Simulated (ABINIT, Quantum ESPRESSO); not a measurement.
A Quantum ESPRESSO input for a self-consistent single point of LaMg (P1, 4 atoms in the cell) (DFT, LDA (PZ), plane waves, GBRV 1.5 ultrasoft (LDA) pseudopotentials):

```fortran
&CONTROL
  calculation = 'scf'
  prefix = 'scf'
  outdir = './work'
  pseudo_dir = './'
  tprnfor = .true.
  tstress = .true.
/
&SYSTEM
  ibrav = 0
  nat = 4
  ntyp = 2
  ecutwfc = 40
  ecutrho = 200
  occupations = 'smearing'
  smearing = 'gaussian'
  degauss = 0.0036749
/
&ELECTRONS
  conv_thr = 1e-10
/
ATOMIC_SPECIES
La   138.9055  la_lda_v1.uspp.F.UPF
Mg    24.3050  mg_lda_v1.4.uspp.F.UPF
ATOMIC_POSITIONS {crystal}
La    0.73964600    0.00801300    0.78822500
La    0.25858400   -0.01841900    0.20824600
Mg    0.25612400    0.49358900    0.69494100
Mg    0.74564600    0.51681700    0.30858900
K_POINTS {automatic}
5 8 5  0 0 0
CELL_PARAMETERS {angstrom}
   5.61547000     0.00000000     0.00000000
   0.00000000     3.80146000     0.00000000
   0.00000000     0.00000000     5.78901000
```

**Question.** Give the ABINIT input for the same structure, mesh, smearing and functional.

**Answer.** One input that does it (others would too):

```
# LaMg, JTH v2.0 LDA PAW
pp_dirpath "./"
pseudos "La.LDA_PW-JTH.xml, Mg.LDA_PW-JTH.xml"
acell 10.6117003611 7.1837182737 10.9396434327
rprim
         1.0000000000    0.0000000000    0.0000000000
         0.0000000000    1.0000000000    0.0000000000
         0.0000000000    0.0000000000    1.0000000000
natom 4
ntypat 2
znucl 57 12
typat 1 1 2 2
xcart
         7.8489017253    0.0575631345    8.6229004448
         2.7440159262    7.0514013668    2.2781369863
         2.7179111433    3.5458043190    7.6024067468
         7.9125719274    3.7126677271    3.3758536273
ecut 707 eV
pawecutdg 1415 eV
occopt 7
tsmear 0.05 eV
nband 28
kptopt 1
ngkpt 5 8 5
nshiftk 1
shiftk 0 0 0
nstep 50
toldfe 1.0e-09
prtwf 0
prtden 0
enunit 2
```

Basis settings and potentials, where a program has them, do not carry over. This input uses DFT, LDA (PW92), plane waves, PAW (JTH v2.0 LDA PAW). LDA parametrisations can differ slightly between programs.

The starting cell comes from a database of computed structures (which also holds hypothetical and non-ambient phases and stackings), without a prior relaxation at this level. For this run, on top of that: atoms moved at random.
